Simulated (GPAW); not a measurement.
# Worked example: self-consistent single point of a (111) slab of CuAu (cut from a parent of space group no. 123; 6 atoms in the cell) in GPAW

Computed with LDA (Perdew-Wang 92), LCAO dzp, GPAW PAW datasets LDA (gpaw-data 1.0.1) in GPAW.

Input as run:

```python
from ase import Atoms
from gpaw import GPAW

atoms = Atoms(['Cu', 'Cu', 'Cu', 'Au', 'Au', 'Au'],
              cell=[[4.104469, 0.000000, 0.000000],
                    [2.052234, 4.184277, 0.000000],
                    [0.000000, 0.000000, 18.391600]],
              positions=[[1.817602, 2.013298, 7.000008],
                         [3.869835, 1.006750, 8.756609],
                         [1.817600, 0.000205, 10.513301],
                         [3.869837, 3.602160, 7.878299],
                         [1.817602, 2.595616, 9.634899],
                         [3.869837, 1.589071, 11.391592]],
              pbc=True)

calc = GPAW(mode='lcao',
            h=0.18,
            basis='dzp',
            xc='LDA',
            kpts=(5, 5, 1),
            occupations={'name': 'methfessel-paxton', 'width': 0.05, 'order': 1},
            convergence={'density': 1e-05},
            symmetry={'symmorphic': False, 'tolerance': 0.0005},
            maxiter=100,
            txt='-')

atoms.calc = calc

energy = atoms.get_potential_energy()
print('Energy (eV):', round(energy, 6))
forces = atoms.get_forces()
print('Forces (eV/Ang):')
print(forces.round(5))
```

Log, with long lists cut:

```
Input parameters:
  basis: dzp
  convergence: {density: 1e-05}
  h: 0.18
  kpts: [5 5 1]
  maxiter: 100
  mode: lcao
  occupations: {name: methfessel-paxton,
                order: 1,
                width: 0.05}
  symmetry: {symmorphic: False,
             tolerance: 0.0005}

species:
  Cu:
    name: Copper
    Z: 29.0
    valence: 11
    core: 18
    charge: 0.0
    file: Cu.LDA.gz

    # LCAO basis set for Cu:
    #   Name: dzp
    #   File: Cu.dzp.basis.gz
    #   Number of radial functions: 5
    #   Number of spherical harmonics: 15
    #     l=0, rc=8.9688 Bohr: 4s-sz confined orbital
    #     l=2, rc=5.1719 Bohr: 3d-sz confined orbital
    #     l=0, rc=5.3281 Bohr: 4s-dz split-valence wave
    #     l=2, rc=3.1406 Bohr: 3d-dz split-valence wave
    #     l=1, rc=8.9688 Bohr: p-type Gaussian polarization
    #   Number of RI-basis functions 0

  Au:
    name: Gold
    Z: 79.0
    valence: 11
    core: 68
    charge: 0.0
    file: Au.LDA.gz

    # LCAO basis set for Au:
    #   Name: dzp
    #   File: Au.dzp.basis.gz
    #   Number of radial functions: 5
    #   Number of spherical harmonics: 15
    #     l=0, rc=8.5938 Bohr: 6s-sz confined orbital
    #     l=2, rc=5.9219 Bohr: 5d-sz confined orbital
    #     l=0, rc=4.9844 Bohr: 6s-dz split-valence wave
    #     l=2, rc=3.5156 Bohr: 5d-dz split-valence wave
    #     l=1, rc=8.5938 Bohr: p-type Gaussian polarization
    #   Number of RI-basis functions 0

Reference energy: -1683794.009949  # eV

Spin-paired calculation

Convergence criteria:
 Maximum [total energy] change in last 3 cyles: 0.0005 eV / valence electron
 Maximum integral of absolute [dens]ity change: 1e-05 electrons / valence electron
 Maximum integral of absolute [eigenst]ate change: 4e-08 eV^2 / valence electron
 Maximum number of scf [iter]ations: 100

Symmetries present (total): 1
Symmetries with fractional translations: 0
25 k-points: 5 x 5 x 1 Monkhorst-Pack grid
13 k-points in the irreducible part of the Brillouin zone
       k-points in crystal coordinates                weights
   0:     0.00000000    0.00000000    0.00000000          1/25
   1:     0.00000000    0.20000000    0.00000000          2/25
   2:     0.00000000    0.40000000    0.00000000          2/25
   [... 7 lines left out ...]
          ...
  12:     0.40000000    0.40000000    0.00000000          2/25

Wave functions: LCAO
  Diagonalizer: Serial LAPACK
  Atomic Correction: dense with blas
  Data-type: complex

Occupation numbers: Methfessel-Paxton:
  width: 0.0500  # eV
  order: 1

Eigensolver
   LCAO using direct dense diagonalizer

Densities:
  Coarse grid: 20*24*104 grid
  Fine grid: 40*48*208 grid
  Total Charge: 0.000000

Density mixing:
  Method: separate
  Backend: pulay
  Linear mixing parameter: 0.05
  old densities: 5
  Damping of long wavelength oscillations: 50

Hamiltonian:
  XC and Coulomb potentials evaluated on a 40*48*208 grid
  Interpolation: tri-quintic (5. degree polynomial)
  Poisson solver: FastPoissonSolver using
    Stencil: 8*3+1=25 point O(h^6) finite-difference Laplacian
    FFT axes: [np.int64(0), np.int64(1), np.int64(2)]
    FST axes: []

Number of atoms: 6
Number of atomic orbitals: 90
Number of bands in calculation: 44
Number of valence electrons: 66
Bands to converge: occupied

Density initialized from atomic densities

             Au
         Au
       Cu
               Au
             Cu
         Cu

Atomic positions and initial magnetic moments

Positions:
   0 Cu     1.817602    2.013298    7.000008    ( 0.0000,  0.0000,  0.0000)
   1 Cu     3.869835    1.006750    8.756609    ( 0.0000,  0.0000,  0.0000)
   2 Cu     1.817600    0.000205   10.513301    ( 0.0000,  0.0000,  0.0000)
   3 Au     3.869837    3.602160    7.878299    ( 0.0000,  0.0000,  0.0000)
   4 Au     1.817602    2.595616    9.634899    ( 0.0000,  0.0000,  0.0000)
   5 Au     3.869837    1.589071   11.391592    ( 0.0000,  0.0000,  0.0000)

Unit cell:
           periodic     x           y           z      points  spacing
  1. axis:    yes    4.104469    0.000000    0.000000    20     0.1843
  2. axis:    yes    2.052234    4.184277    0.000000    24     0.1743
  3. axis:    yes    0.000000    0.000000   18.391600   104     0.1768

  Lengths:   4.104469   4.660455  18.391600
  Angles:   90.000000  90.000000  63.873748

Effective grid spacing dv^(1/3) = 0.1850

     iter     time        total  log10-change:
                         energy   eigst   dens
iter:   1 --:--:--   -24.709056        c
iter:   2 --:--:--   -23.340454        c -1.20
iter:   3 --:--:--   -21.285903        c -1.28
iter:   4 --:--:--   -20.720679        c -1.54
iter:   5 --:--:--   -20.608176        c -1.86
iter:   6 --:--:--   -20.595827        c -2.08
iter:   7 --:--:--   -20.556935        c -2.20
iter:   8 --:--:--   -20.536777        c -2.26
iter:   9 --:--:--   -20.526147c       c -2.52
iter:  10 --:--:--   -20.523375c       c -2.68
iter:  11 --:--:--   -20.517949c       c -2.76
iter:  12 --:--:--   -20.514751c       c -2.80
iter:  13 --:--:--   -20.514387c       c -2.86
iter:  14 --:--:--   -20.513953c       c -2.96
   [... 10 lines left out ...]
iter:  25 --:--:--   -20.512168c       c -4.12
iter:  26 --:--:--   -20.512166c       c -4.35
iter:  27 --:--:--   -20.512166c       c -4.42
iter:  28 --:--:--   -20.512166c       c -4.51
iter:  29 --:--:--   -20.512166c       c -4.77
iter:  30 --:--:--   -20.512165c       c -5.08c

Converged after 30 iterations.

Dipole moment: (0.309639, 3.862805, -0.057780) |e|*Ang

Energy contributions relative to reference atoms: (reference = -1683794.009949)

Kinetic:        -76.641606
Potential:      +65.213366
External:        +0.000000
XC:              -9.404168
Entropy (-ST):   -0.005107
Local:           +0.323648
SIC:             +0.000000
--------------------------
Free energy:    -20.513868
Extrapolated:   -20.512165

Showing only first 2 kpts
 Kpt  Band  Eigenvalues  Occupancy
  0    31     -2.23536    2.00000
  0    32     -1.29660    2.00000
  0    33      1.87713    0.00000
  0    34      3.16983    0.00000

  1    31     -2.18555    2.00000
  1    32     -1.04536    2.00000
  1    33     -0.28644   -0.00000
  1    34      1.60064    0.00000

Fermi level: -0.83944

No gap
No difference between direct/indirect transitions
Energy (eV): -20.512165

Forces in eV/Ang:
  0 Cu    0.00097   -0.13577    1.52784
  1 Cu   -0.00028   -0.08627   -0.11114
  2 Cu    0.00034    0.21930   -0.25256
  3 Au    0.00124    0.18643   -0.03523
  4 Au   -0.00029    0.06771    0.18296
  5 Au   -0.00011   -0.24620   -1.30937
```

The run converged in 30 iterations.

The starting cell comes from a database of computed structures (which also holds hypothetical and non-ambient phases and stackings), without a prior relaxation at this level. The slab is cut from that crystal, and its faces are unrelaxed. Its lattice was rescaled in the plane by a random factor within 2.5 % of one. Spin polarisation is off. The two faces of this cut differ, and no dipole correction was used. Values carry the incompleteness of an atom-centred basis. Forces in this geometry exceed 1 eV/Å.

Cost on one core of a shared machine: roughly 2 min.
